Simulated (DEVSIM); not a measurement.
Device: Schottky contact on n-type β-Ga2O3, at 300 K.

Layer 1 from the left is β-Ga2O3, thickness (μm) 6.10, Nd (cm⁻³) 2.6e16, τn (s) 3.1e-10, τp (s) 3.1e-10.

Left contact: Schottky, work function 5.1 eV, emission velocity 2e6 cm/s. Right contact: ohmic. Voltage is applied to the left contact. Recombination: SRH at mid-gap, radiative, Auger. Mobility is constant in doping.

This is a model device: material constants are rounded textbook-type values typed into the input, and sizes, dopings and lifetimes were drawn at random. Values at 300 K.

β-Ga2O3: gap (eV) 4.8, affinity (eV) 4, permittivity 10, Nc (cm⁻³) 3.7e18, Nv (cm⁻³) 5e20, μn (cm²/Vs) 160, μp (cm²/Vs) 1, B (cm³/s) 1e-12, Cn (cm⁶/s) 1e-31, Cp (cm⁶/s) 1e-31.

Q: Estimate by hand the built-in potential, the peak field at zero bias, the capacitance at -6 V, and compare with a numerical solution.

A: 
- Built-in potential: barrier φB = 1.100 eV; Vbi = φB − kT/q ln(N_band/N) = 0.972 V; numerical 0.972 V.
- Peak field at zero bias: depletion approximation: W = √(2εVbi/(qN)) = 0.203 μm with N = 2.60e16 cm⁻³; field = 2Vbi/W = 95600 V/cm; numerical 94100 V/cm (estimate above by 1.6 %).
- Capacitance at -6 V: C = √(qεN / 2(Vbi + |V|)) = 16.3 nF/cm²; numerical 16.3 nF/cm².

Model (solved in DEVSIM): 1D drift-diffusion, Boltzmann statistics, complete ionisation; no tunnelling, impact ionisation, image-force lowering or self-heating. Metal contacts follow the ideal Schottky-Mott rule: no Fermi-level pinning, no interface dipoles.
